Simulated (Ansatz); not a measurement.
BP (F-43m), Ansatz (an electronic-structure program) with HSE06, rigid bands: N_c = 3.75e19 cm⁻³ at 300 K and an electron conductivity mass of 0.315 mₑ.

Q: For 1e16 electrons per cm³ at 300 K, place the Fermi level, estimate the Seebeck coefficient of a parabolic band with constant τ, and give mobility and conductivity for τ = 50 fs.

A: The level lies k_BT ln(N_c/n) = 0.213 eV below the conduction-band minimum. S ≈ −(k_B/e)[ln(N_c/n) + 5/2] = -925 μV/K, against -924 μV/K from the full bands (mean over directions). μ = eτ/m = 279 cm²/(V·s) and σ = neμ = 0.447 S/cm. τ is assumed, not computed.

Band transport and this doping are assumed; polarons and phonon drag are left out. Spin-orbit coupling is left out. Geometry: cell and atoms relaxed with PBEsol.
